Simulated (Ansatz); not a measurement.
The starting structures come from a database of crystals and need not be the phases stable at ambient conditions.

 Where the default PAW files enter, the runs use the earlier of Ansatz's two default sets.

By PBEsol, the system below comes out a metal.

A figure of merit of an interconnect metal is its ballistic conductance per area.

Consider the following.

```
CELL_PARAMETERS angstrom
      3.75684     0.00000     0.00000
      0.00000     9.94720     0.00000
      0.00000     4.97360     1.88569
ATOMIC_POSITIONS crystal
  Zr 0.75000 0.35485 0.00000
  Zr 0.25000 0.64515 0.00000
  Si 0.75000 0.07815 0.00000
  Si 0.25000 0.92185 0.00000
```

Space group of this cell: Cmcm. The cell is taken as given; by PBEsol its mean pressure is -3.1 GPa.

The current flows along the normal of the first two printed cell vectors. No spin-orbit coupling; the value is a mean over 0.1 eV about the Fermi level.

**Question.** Compute, with PBEsol in Ansatz (a first-principles code), the ballistic conductance per area.

**Answer.** 0.31 × 10¹⁵ S/m² for both spins.
